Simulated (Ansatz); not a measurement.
# NbON (P2₁/c, No. 14)

Level of theory: LDA (Ansatz, a first-principles code, PAW).

Run with plane-wave cutoff 520 eV, 8×8×8 k mesh, Fermi–Dirac smearing 0.01 eV, no spin polarisation, scalar-relativistic PAW data made under PBE.

Cell: relaxed at this level.

| Quantity | Result |
|---|---|
| band gap | 1.57 eV (on the SCF k mesh) |

Spin–orbit coupling is not included.

The computed numbers hold no vibrational or temperature effects.

It cost about 10 core-minutes (a rough figure) of CPU time.
